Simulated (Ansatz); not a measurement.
Data:

Host crystal: wurtzite ZnO, with a band gap (PBE, scalar-relativistic without spin-orbit coupling).

End structure of H on the 1x1 (10-10) surface of wurtzite ZnO (cut with top plane O + Zn), one in a 2x1 cell, started at the site 'over O at depth 0.9 Å':

```yaml
crystal:
  lattice:
    - [6.55898, 0.00000, 0.00000]
    - [0.00000, 5.29379, 0.00000]
    - [0.00000, 0.00000, 28.50000]
  atoms:
    - { symbol: O, position: [0.25000, 0.37743, 0.33452] }
    - { symbol: O, position: [0.75000, 0.37743, 0.33452] }
    - { symbol: Zn, position: [0.25000, 0.03125, 0.34633] }
    - { symbol: Zn, position: [0.75000, 0.03125, 0.34633] }
    - { symbol: O, position: [0.00000, 0.87215, 0.36753] }
    - { symbol: O, position: [0.50000, 0.87215, 0.36753] }
    - { symbol: Zn, position: [0.00000, 0.49479, 0.36289] }
    - { symbol: Zn, position: [0.50000, 0.49479, 0.36289] }
    - { symbol: O, position: [0.00000, 0.37176, 0.43285] }
    - { symbol: O, position: [0.50000, 0.37176, 0.43285] }
    - { symbol: Zn, position: [0.00000, 0.99599, 0.43628] }
    - { symbol: Zn, position: [0.50000, 0.99599, 0.43628] }
    - { symbol: O, position: [0.25000, 0.87014, 0.46746] }
    - { symbol: O, position: [0.75000, 0.87014, 0.46746] }
    - { symbol: Zn, position: [0.25000, 0.49048, 0.46515] }
    - { symbol: Zn, position: [0.75000, 0.49048, 0.46515] }
    - { symbol: O, position: [0.24826, 0.37094, 0.53288] }
    - { symbol: O, position: [0.75174, 0.37094, 0.53288] }
    - { symbol: Zn, position: [0.24867, 0.99170, 0.53454] }
    - { symbol: Zn, position: [0.75133, 0.99170, 0.53454] }
    - { symbol: O, position: [0.00000, 0.87243, 0.56716] }
    - { symbol: O, position: [0.50000, 0.87062, 0.56637] }
    - { symbol: Zn, position: [0.00000, 0.49675, 0.56545] }
    - { symbol: Zn, position: [0.50000, 0.49854, 0.56224] }
    - { symbol: O, position: [0.00000, 0.37112, 0.63401] }
    - { symbol: O, position: [0.50000, 0.35856, 0.63185] }
    - { symbol: Zn, position: [0.00000, 0.99222, 0.63648] }
    - { symbol: Zn, position: [0.50000, 0.97420, 0.63591] }
    - { symbol: O, position: [0.24874, 0.87425, 0.66526] }
    - { symbol: O, position: [0.75126, 0.87425, 0.66526] }
    - { symbol: Zn, position: [0.24249, 0.52280, 0.66059] }
    - { symbol: Zn, position: [0.75751, 0.52280, 0.66059] }
    - { symbol: H, position: [0.50000, 0.40241, 0.68163] }
```

Slab: 33 atoms, 9.4 Å thick at the start under the adsorbate (thin: gaps and levels are the slab's own); k 3x4x1, smearing 0.01 eV, dipole-corrected; single point; on the structure that PBE left under its start's symmetry; spin-polarised, ending with about 1.0 μB a cell; orders that need a larger cell were not tried, no spin-orbit, no U, no dispersion correction. The program's check for a lower electronic state was not made. It is one chosen start, not shown to be the lowest state of the adsorbate.

A negative adsorption energy means that the adsorbate is more stable on the surface than in its reference.

**Question.** What change of the step from the bottom to the top vacuum level, against the clean slab does r2SCAN, at the PBE geometry and the start's symmetry in Ansatz (a program for electronic structure) give?

**Answer.** 0.30 eV

**Question.** Predict the adsorption energy against ½ H2(g) at the same level from r2SCAN, at the PBE geometry and the start's symmetry.

**Answer.** 2.28 eV
